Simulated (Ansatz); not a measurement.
Tunnelling through a barrier is set by its complex band structure: the current falls as exp(−2κd) with the smallest κ.

```
CELL_PARAMETERS angstrom
      3.95140     0.00000     0.00000
     -1.97570     3.42202     0.00000
      1.97570     1.14067     3.22631
ATOMIC_POSITIONS crystal
  Na 0.00000 0.00000 0.00000
  Cl 0.00000 0.50000 0.50000
```

The cell is taken as given.

Transport runs along the normal of the first two printed cell vectors, the (111) plane of the conventional cell.

No gap correction and no spin-orbit coupling; mid-gap is the computed energy nearest the middle.

Question: Compute, with r2SCAN run with Ansatz (an electronic-structure program), the band gap and the smallest decay constant κ at mid-gap.

Answer: Gap 6.02 eV on a 12×12×12 mesh; κ = 0.405 1/Å, at the zone centre.
